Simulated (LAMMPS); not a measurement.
LAMMPS 22 Jul 2025, classical MD, SNAP (Mo_Zuo_JPCA2020.snapcoeff): Mo, 1024 atoms.

| Quantity | Result |
|---|---|
| task | MD, nve |
| potential | SNAP, Mo_Zuo_JPCA2020.snapcoeff Mo_Zuo_JPCA2020.snapparam |
| copies of the repeat unit | 8×8×8 |
| shape (slab and sphere leave vacuum in the box) | bulk |
| neighbor skin | 2 Å |
| neigh_modify | every 1 delay 0 check yes |
| newton | on (default) |
| atom_modify sort (bins of 2 Å where set) | 1000 (default) |
| comm_style | brick (default) |
| box | 25.2 × 25.2 × 25.2 Å |
| start | generated bcc lattice, warmed in an untimed run |

All runs start from one configuration, warmed at this fixed volume for 300 steps under a thermostat at 600 K. The run at the shortest step has a mean temperature of 623 K and a mean pressure of 7.8 GPa.

Each run covers about 0.40 ps at constant energy (mean temperature 623 K at the shortest step); σ is the standard deviation over the printed steps. Single runs; times are not shown.

Steps tried: 0.5 fs, 1 fs, 2 fs, 2.5 fs, 4 fs, 5 fs, 8 fs, 10 fs, 16 fs, 20 fs, 32 fs.

Q: Up to which step does the ratio σ(E total)/σ(E kinetic) stay under 2 %, and what happens beyond?

A: 5 fs.

| time step | σ(E total)/σ(E kinetic) | last minus first total energy (meV/atom) | mean temperature (K) |
|---|---|---|---|
| 0.5 fs | 0.00011 | under 0.001 | 623 |
| 1 fs | 0.00045 | under 0.001 | 623 |
| 2 fs | 0.0018 | under 0.001 | 623 |
| 2.5 fs | 0.0028 | under 0.001 | 623 |
| 4 fs | 0.0072 | +0.0013 | 622 |
| 5 fs | 0.011 | +0.0038 | 621 |
| 8 fs | 0.028 | +0.030 | 616 |
| 10 fs | 0.043 | +0.071 | 613 |
| 16 fs | 0.11 | +0.54 | 596 |
| 20 fs | 0.19 | +1.5 | 581 |
| 32 fs | 1.2 | +25 | 533 |

The bar is a choice.
